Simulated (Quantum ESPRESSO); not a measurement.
# Cost against accuracy: conv_thr for Li2SiSnS4 (I-42m, 8 atoms in the cell)

Cell: a = 5.9889 Å, b = 5.9889 Å, c = 5.9889 Å, α = 114.61°, β = 114.61°, γ = 99.63°.

Method of the run: PBEsol, GBRV 1.5 ultrasoft (PBESOL) pseudopotentials (plane waves; Quantum ESPRESSO).

Base settings: ecutwfc = 40 Ry; ecutrho = 200 Ry; occupations = fixed; K_POINTS = automatic 7 7 7 1 1 1; nbnd = 28; conv_thr = 1e-10 Ry; mixing_beta = 0.3.

Misses are taken against the tightest run, 7.3e-14 Ry, which need not be fully converged itself.

The count of work is k-points × plane waves × bands × iterations; it is no time, and leaves out set-up, grids and terms that scale otherwise. Core times come from one kind of shared machine and are given to one figure; runs under 30 s give none.

The starting cell comes from a database of computed structures (which also holds hypothetical and non-ambient phases and stackings), without a prior relaxation at this level. The shifted mesh does not hold Γ, so a gap read on it misses any band edge there.

```
conv_thr    pressure less reference (GPa)  largest difference in the force on any atom (eV/Å)  gap on the mesh less reference (eV)  count of work / reference  core time / reference (rough)
----------  -----------------------------  --------------------------------------------------  -----------------------------------  -------------------------  -----------------------------
0.0073 Ry                          -14.41                                               0.038                                0.032                       0.20                            0.1
0.00073 Ry                          -0.63                                               0.030                                0.004                       0.35                            0.2
7.3e-05 Ry                          -0.63                                               0.030                                0.004                       0.35                            0.3
7.3e-06 Ry                           0.50                                               0.004                               -0.002                       0.40                            0.4
7.3e-07 Ry                          -0.02                                               0.001                                0.000                       0.50                            0.4
7.3e-08 Ry                           0.02                                               0.001                                0.000                       0.60                            0.5
7.3e-10 Ry                           0.00                                               0.000                                0.000                       0.80                            0.6
1e-10 Ry                             0.00                                               0.000                                0.000                       0.80                            0.3
7.3e-12 Ry                           0.00                                               0.000                                0.000                       0.90                            0.9
7.3e-14 Ry                           0.00                                               0.000                                0.000                        1.0                              1
```

Coarsest setting among those run that, with all tighter ones, holds the pressure within 1 GPa of the reference: 0.00073 Ry, off by 0.63 GPa; it needs 0.35 of the reference's count of work and about 0.2 of the reference's time.

Coarsest setting among those run that, with all tighter ones, holds the pressure within 0.05 GPa of the reference: 7.3e-07 Ry, off by 0.022 GPa; its saving against the reference is no more than about a factor of 2 in the count of work.

The step from 0.0073 Ry to 7.3e-10 Ry: it takes the miss in the pressure from 14 to 0.001 GPa, for 4.0 times the count of work and roughly 5 times the time.
